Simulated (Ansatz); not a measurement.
Start from W in the bcc (W type) structure (space group Im-3m, No. 229; a = 3.169 Å). Axes: x, y, z lie along the cube axes.

Level of theory: plane-wave PAW DFT at the r2SCAN level (Ansatz, an electronic-structure program, 500 eV), spin-orbit coupling left out.

Base values:

The pressure is 0.0 GPa, the shortest interatomic distance comes out as 2.745 Å and the band gap is zero.

Perturbation: the cell is compressed by 5.87 % along y with no lateral relaxation; the atoms relax in the strained cell.

Problem. Predict the new energy relative to the base, pressure, shortest interatomic distance and band gap.

Solution. The energy increases by 106 meV/atom; the pressure (mean of the normal stresses, compression positive) goes from zero to 22.4 GPa; the shortest interatomic distance drops by 0.053 Å to 2.692 Å; the band gap stays zero.

Without a gap, meshes like the base's 21×21×21 leave anisotropic stresses uncertain by several tenths of a GPa, and small strain energies with them. No phonon test of stability was made. All final runs are without spin polarisation.
